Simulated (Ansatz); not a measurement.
Cubic perovskite CsPbBr₃ (cubic high-temperature phase) was calculated with LDA (Ansatz, a program for electronic structure, plane waves, PAW).

Excerpt of the program's output:

```
Crystal: 5 atoms, lattice volume = 199.788 Å³
Basis set: ecut = 520 eV, 5449 PW (Γ), exchange–correlation on 90×90×90 points (8 copies of the dense FFT grid, shifted against one another)
Bands: 27, of which v1, the nominal top of the filled ones, is band 22 counted from 1 (21 counted from 0)
Symmetry: 48 space group operations
Space group: Pm-3m (ITA 221), of the structure as read, at distance tolerance 5.8e-5 Å
k-points: 20 of 216
Functional: x = slater, c = lda
SCF iter   1: F=—  HF=-25194.941526 eV  |F-HF|=—  |Δ(HF+E_count)|=         —  Δρ=3.72e-3  dr2=1.95e-2
SCF iter   2: F=—  HF=-25194.937128 eV  |F-HF|=—  |Δ(HF+E_count)|=   4.40e-3  Δρ=1.96e-3  dr2=5.57e-3
  ...
SCF iter   7: F=—  HF=-25194.935843 eV  |F-HF|=—  |Δ(HF+E_count)|=   3.93e-9  Δρ=9.07e-7  dr2=2.81e-9
SCF iter   8: F=-25194.935843 eV  HF=-25194.935843 eV  |F-HF|=8.00e-11  |Δ(HF+E_count)|=  4.87e-10  Δρ=2.89e-7  dr2=1.87e-10
SCF 1 converged in 8 iterations: F = -25194.935843 eV  dr2 = 1.87e-10
SCF converged after 8 iterations
Free energy (F): -25194.935843 eV
Internal energy: -25194.935843 eV  (E = F + TS)
E sigma→0 (E₀):  -25194.935843 eV
Fermi energy:    4.310729 eV
--- Forces (eV/Å), atoms counted from 1 ---
  atom   1  Cs    -0.00000000     0.00000000     0.00000000
  atom   2  Pb     0.00000000    -0.00000000     0.00000000
  atom   3  Br     0.00000000     0.00000000    -0.00000000
  atom   4  Br     0.00000000     0.00000000     0.00000000
  atom   5  Br     0.00000000    -0.00000000    -0.00000000
--- Stress (GPa, compression-positive) ---
       -0.906033      -0.000000      -0.000000
       -0.000000      -0.906033       0.000000
       -0.000000      -0.000000      -0.906033
  P = ⅓ Tr σ = -0.9060 GPa (-9.060 kbar)
```

**Question.** Write an input file that could have produced this run (the log leaves some choices open).

**Answer.** One answer among several that fit: 
Ansatz 0.2 input:
```yaml
crystal:
  lattice:
    - [5.8459688343, 0.0, 0.0]
    - [0.0, 5.8459688343, 0.0]
    - [0.0, 0.0, 5.8459688343]
  atoms:
    - { symbol: Cs, position: [0.0, 0.0, 0.0] }
    - { symbol: Pb, position: [0.5, 0.5, 0.5] }
    - { symbol: Br, position: [0.5, 0.0, 0.5] }
    - { symbol: Br, position: [0.0, 0.5, 0.5] }
    - { symbol: Br, position: [0.5, 0.5, 0.0] }
basis:
  ecutwfc: 520
  ecutrho_ratio: 4
  xc_grid: 2
kpoints:
  mp_grid: { grid: [6, 6, 6] }
hamiltonian:
  xc: lda
  dispersion: none
  pseudopotentials: { kind: paw }
scf:
  occupations: { method: fermi_dirac, width: 0.01 }
  convergence: { dr2_threshold: 0.0000000005 }
output:
  forces: true
  stress: true
  eigenvalues: true
```

The cell is one volume of an energy–volume scan, off the minimum.

The PAW data were made under PBE.

Note: held by symmetry at 0 K, a high-temperature phase can be a saddle point.
